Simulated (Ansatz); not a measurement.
**WC: pressure series**

Start from WC (space group P-6m2, No. 187; a = 2.922 Å, c = 2.847 Å).

Cell and atoms are relaxed at each pressure.

Computed with Ansatz (a program for electronic structure), PBE, PAW, cutoff 420 eV, spin-orbit coupling left out.

```json
[
 {"pressure (GPa)": "-2", "volume per atom (Å³/atom)": "10.581"},
 {"pressure (GPa)": "-1", "volume per atom (Å³/atom)": "10.552"},
 {"pressure (GPa)": "0", "volume per atom (Å³/atom)": "10.525"},
 {"pressure (GPa)": "0.9", "volume per atom (Å³/atom)": "?"},
 {"pressure (GPa)": "2.1", "volume per atom (Å³/atom)": "10.468"},
 {"pressure (GPa)": "9", "volume per atom (Å³/atom)": "10.291"},
 {"pressure (GPa)": "15", "volume per atom (Å³/atom)": "10.150"},
 {"pressure (GPa)": "22.5", "volume per atom (Å³/atom)": "9.986"},
 {"pressure (GPa)": "30", "volume per atom (Å³/atom)": "9.834"}
]
```

**Question.** Fit the third-order Birch–Murnaghan form P(V) = (3B₀/2)[(V₀/V)^(7/3) − (V₀/V)^(5/3)]·[1 + (3/4)(B₀′ − 4)((V₀/V)^(2/3) − 1)] (squares taken in P) to the rows shown and predict the withheld row.

**Answer.** Least squares on the printed values gives V₀ = 10.525 Å³/atom, B₀ = 383 GPa, B₀′ = 4.2; this predicts 10.500 Å³/atom, and the run gives 10.500 Å³/atom, in agreement.

Load acts through the strain it causes; cell and atoms are relaxed under it. No phonon test of stability was made. Competing high-pressure phases were not computed. The final runs are not spin-polarised.
